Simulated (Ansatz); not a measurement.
System: rock-salt PrS. Method: PBEsol in Ansatz (plane waves, PAW).

Numerical settings: plane-wave cutoff 500 eV, 12×12×12 k mesh, Fermi–Dirac smearing 0.05 eV, spin-polarised start, scalar-relativistic PAW data made under PBE.

Computed at the level's own relaxed cell.

Problem. What does this level give for the equilibrium volume per atom and lattice parameter a?

Solution. 
- equilibrium volume per atom = 22.38 Å³/atom
- lattice parameter a = 5.636 Å

The run finds no gap.

Note: the magnetic order was assumed, not searched for or taken from measurement; the 4f shell is treated without U or exact exchange, so its levels and filling can be wrong.

Spin–orbit coupling is not included.

Ansatz is a quantum-chemistry and plane-wave program.
